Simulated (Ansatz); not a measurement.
Take ZnCu in the CsCl type structure (space group Pm-3m, No. 221; relaxed with 0.1 eV smearing) as the base.

```xyz
2
Lattice="2.9642 0.0000 0.0000 0.0000 2.9642 0.0000 0.0000 0.0000 2.9642" Properties=species:S:1:pos:R:3 pbc="T T T"
Zn     1.4821     1.4821     1.4821
Cu     0.0000     0.0000     0.0000
```

Cartesian axes are those of the cell as printed.

Calculations: PBE (Ansatz, an electronic-structure program), scalar-relativistic without spin-orbit coupling.

The change: every lattice vector is stretched by 1.00 %, atoms relaxed at fixed cell.

### Question
Predict the stress tensor and what it implies for the stiffness.

### Answer
Stress of the strained cell less that of the base (GPa, compression positive):
```
   -3.2     0.0     0.0
    0.0    -3.2     0.0
    0.0     0.0    -3.2
```

Then B = −ΔP/(ΔV/V₀) with ΔV/V₀ = 0.0303 gives secant stiffness values (nonlinear terms included at this strain): B ≈ 105 GPa.

As a check, the harmonic strain energy −½ V₀ Δσ:ε is 3.9 meV/atom; the computed energy rise is 4.0 meV/atom.

Whether these cells are dynamically stable was not tested. The final runs are not spin-polarised.
